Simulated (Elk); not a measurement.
Elk run on Ni (Fm-3m, 1 atom in the cell): self-consistent single point.

Computed with PBE, all-electron FP-LAPW, Elk's shipped species files, default APW+lo basis (Elk).

```yaml
crystal:
  lattice:
    - [0.00000, 1.75472, 1.75472]
    - [1.75472, 0.00000, 1.75472]
    - [1.75472, 1.75472, 0.00000]
  atoms:
    - { symbol: Ni, position: [0.00000, 0.00000, 0.00000], spin: 1.0 }
```
(The spins are starting values, not results.)

Reference input (self-consistent single point, DFT, PBE, all-electron FP-LAPW, Elk's shipped species files, default APW+lo basis): xctype = 20; spinpol = true; swidth = 0.00367493 Ha; ngridk = 12 12 12; reducebf = 0.7; nempty = 8 per atom; maxscl = 100; bfcmt = [[0.0, 0.0, -1.0]]. This run's input differs from it in these lines:

```diff
@@ -16,3 +16,3 @@
 swidth
-  0.00367493
+  0.000734986
 
@@ -39,3 +39,3 @@
 ngridk
-  12 12 12
+  8 8 8
```

Log, with long lists cut:

```
│ Self-consistent loop started │
│ Loop number : 1 │
 total energy                :     -1522.02636277
 total moment                :    1.214592654
│ Loop number : 2 │
 total energy                :     -1522.12146829
 total moment                :    1.214584933
RMS change in Kohn-Sham potential (target) :    2.354073483     (  0.1000000000E-05)
Absolute change in total energy (target)   :   0.9510552025E-01 (  0.1000000000E-03)
│ Loop number : 3 │
 total energy                :     -1520.81067060
 total moment                :   0.7949217204
RMS change in Kohn-Sham potential (target) :    1.514613536     (  0.1000000000E-05)
   [... lines left out ...]
│ Loop number : 20 │
 total energy                :     -1520.88999300
 total moment                :  -0.6990927361
RMS change in Kohn-Sham potential (target) :   0.1547017330E-05 (  0.1000000000E-05)
Absolute change in total energy (target)   :   0.1877760610E-04 (  0.1000000000E-03)
│ Loop number : 21 │
 total energy                :     -1520.88999357
 total moment                :  -0.6990927353
RMS change in Kohn-Sham potential (target) :   0.1714446796E-06 (  0.1000000000E-05)
Absolute change in total energy (target)   :   0.5264161928E-05 (  0.1000000000E-03)
Convergence targets achieved

│ Loop number : 22 │

Energies :
 Fermi                       :     0.284762066965
 xc effective B-field        :    -0.121634341926E-01
 external B-field            :      0.00000000000
 total energy                :     -1520.88999156
 (external B-field energy excluded from total)

Density of states at Fermi energy :    67.44052029
 (states/Hartree/unit cell)

Estimated indirect band gap :   0.1522548840E-03
 from k-point     18 to k-point     25
Estimated direct band gap   :   0.1261151368E-01
 at k-point     25

Charges :
 core                        :    12.00000000
 valence                     :    16.00000000
 interstitial                :   0.7893378775
 muffin-tins (core leakage)
  species :    1 (Ni)
   atom    1                 :    27.21066212     (  0.4299373128E-03)
 total in muffin-tins        :    27.21066212
 total calculated charge     :    27.99473729
 total charge                :    28.00000000
 error                       :   0.5262705853E-02

Moments :
 interstitial                :   0.2027877763E-01
 muffin-tins
  species :    1 (Ni)
   atom    1                 :  -0.7193715130
 total in muffin-tins        :  -0.7193715130
 total moment                :  -0.6990927354

│ Self-consistent loop stopped │
```

The run converged in 22 iterations. The count includes the last loop, which Elk runs after its targets are met. Against the reference run the free energy rises by 29.1 meV/atom and the size of the net moment goes from 0.63 to 0.70 μB/atom.

The starting cell has typed, rounded lattice constants, without a prior relaxation at this level. Its lattice was rescaled by up to half a per cent. With one magnetic atom in the cell only a parallel order is possible. Values depend on the basis (sphere radii, cutoffs, local orbitals), which need not be converged. The log's line on a gap gives a spacing of levels on this mesh, which the program prints for metals too.
